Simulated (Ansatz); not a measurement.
## What biaxial strain −1.00 %, plane normal [111], relaxed out of plane does to Cu3N

Start from Cu₃N (space group Pm-3m, No. 221; a = 3.8269 Å). Axes: x, y, z lie along the cube axes.

One thing is altered: compressive biaxial strain of 1.00 % in the plane normal to [111], as in epitaxy on a mismatched substrate; the out-of-plane cell vector and the atoms relax.

Calculations: PBE, PAW, 420 eV (Ansatz, an electronic-structure program; no spin-orbit coupling). Settings: 9×9×9 k-points, 0.05 eV Fermi–Dirac smearing.

* **Volume per atom**: 13.93 Å³ (base 14.01 Å³)
* **Energy relative to the base (free energy F)**: +0.8 meV/atom
* **Pressure (mean of the normal stresses, compression positive)**: 0.64 GPa (base 0.00 GPa)
* **Band gap**: 0.17 eV (base 0.22 eV)
* **Gap character**: indirect, T → F
* **Smallest direct gap**: 0.61 eV (base 0.75 eV)
* **Out-of-plane strain**: +1.47 %
* **Ratio −ε⊥/ε∥**: 1.47

Cost of the whole job for the changed cell (relaxation, final SCF and bands): roughly 80 core-seconds.

Stability against distortions was not tested. All final runs are without spin polarisation. A zero or small gap of Cu3N can be the functional's error rather than a property of the material. k-point labels follow each cell's own Brillouin zone.
